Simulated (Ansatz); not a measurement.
Slab thickness and the (10-10) surface of wurtzite AlN: the same face, mesh and vacuum, all atoms relaxed in the 1x1 cell under the symmetry of the ideal cut; the real face may buckle or reconstruct.

Host crystal: wurtzite AlN, with a band gap (PBE, scalar-relativistic without spin-orbit coupling).

Method: PBE (plane waves to 420 eV, PAW; Ansatz, a quantum-chemistry and plane-wave program).

| atoms | thickness (Å) | γ (J/m²) | work function, top face (eV) | rough cost |
|---|---|---|---|---|
| 8 | 3.5 | (withheld) | – | roughly 100 core-seconds |
| 12 | 6.2 | (withheld) | – | very roughly 2.1 core-minutes |
| 16 | 8.9 | 2.13 | – | around 3.0 core-minutes (rough) |
| 20 | 11.7 | 2.13 | – | very roughly 3 core-minutes |
| 24 | 14.4 | 2.13 | – | about 5 core-minutes (a rough figure) |
| 28 | 17.1 | 2.13 | – | very roughly 6 core-minutes |
| 36 | 22.5 | 2.13 | – | roughly 10 core-minutes |

Complete the blanks.


- 8, γ (J/m²): 1.97
- 12, γ (J/m²): 2.10
